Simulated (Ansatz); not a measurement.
Base system: BeS in the zinc blende structure (space group F-43m, No. 216; a = 4.838 Å). Axes: x, y, z lie along the cube axes.

Calculations: PBEsol/PAW in Ansatz (an electronic-structure program), without spin-orbit coupling.

Now apply this change: every lattice vector is shortened by 2.50 %; the atoms relax in the strained cell.

Predict the stress tensor and what it implies for the stiffness.

Stress of the strained cell less that of the base (GPa, compression positive):
```
   8.52    0.00    0.00
   0.00    8.52    0.00
   0.00    0.00    8.52
```

Then B = −ΔP/(ΔV/V₀) with ΔV/V₀ = -0.0731 gives secant stiffness values (nonlinear terms included at this strain): B ≈ 116 GPa.

As a check, the harmonic strain energy −½ V₀ Δσ:ε is 28 meV/atom; the computed energy rise is 26 meV/atom.

Whether these cells are dynamically stable was not tested.
